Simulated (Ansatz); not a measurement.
Phonon-limited resistivity of TaC (Fm-3m) against temperature in μΩ·cm, PBEsol, DFPT electron-phonon coupling, linearised Boltzmann equation run with Ansatz (a first-principles code), harmonic crystal at a fixed cell.

```
T         ρ
-----  ----
50 K   0.54
77 K    [?]
100 K   3.3
150 K   6.2
200 K   9.1
250 K   [?]
273 K  13.4
300 K  15.0
350 K  18.1
400 K   [?]
500 K    27
600 K    33
800 K    45
```

Task: Some entries are withheld; supply them.

Result: 
- 77 K, ρ: 1.98
- 250 K, ρ: 12.0
- 400 K, ρ: 21

A metal at this level (no band gap). Only scattering by harmonic phonons is included (no impurities, grain boundaries, electron-electron scattering or thermal expansion). Spin-orbit coupling is left out, which matters with elements this heavy. The squared frequency of the phonon mode least converged on the k mesh is uncertain by 23 %. Halving the electron mesh (32x32x32) moves the resistivity by up to 7 %. Smearing 0.20 eV; phonons on a 5x5x5 q mesh, which this run doesn't test and which matters most at low temperature.
